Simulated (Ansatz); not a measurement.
Take CdTe in the zinc blende structure (space group F-43m, No. 216) as the base.

```
CELL_PARAMETERS angstrom
      0.00000     3.27881     3.27881
      3.27881     0.00000     3.27881
      3.27881     3.27881     0.00000
ATOMIC_POSITIONS crystal
  Te 0.75000 0.75000 0.75000
  Cd 0.00000 0.00000 0.00000
```

Cartesian axes are those of the cell as printed.

Levels (all Ansatz, a quantum-chemistry and plane-wave program, PAW): r2SCAN (500 eV, without spin-orbit coupling); HSE06 (420 eV, spin-orbit coupling left out).

Its gap is 1.17 eV with r2SCAN and 1.51 eV with HSE06.

One thing is altered: compressive biaxial strain of 4.30 % in the plane normal to [001], as in epitaxy on a mismatched substrate; the out-of-plane cell vector and the atoms relax.

With r2SCAN the gap becomes 1.11 eV.

If the HSE06 correction stayed the same, what would the HSE06 gap be, and what does the HSE06 run give?

A rigid correction of +0.34 eV gives 1.45 eV. The HSE06 run gives 1.45 eV, so the two effects roughly add.

Single points use the geometry relaxed with r2SCAN. Spin-orbit coupling, missing from the scalar runs, can matter with Te. Stability against distortions was not tested.
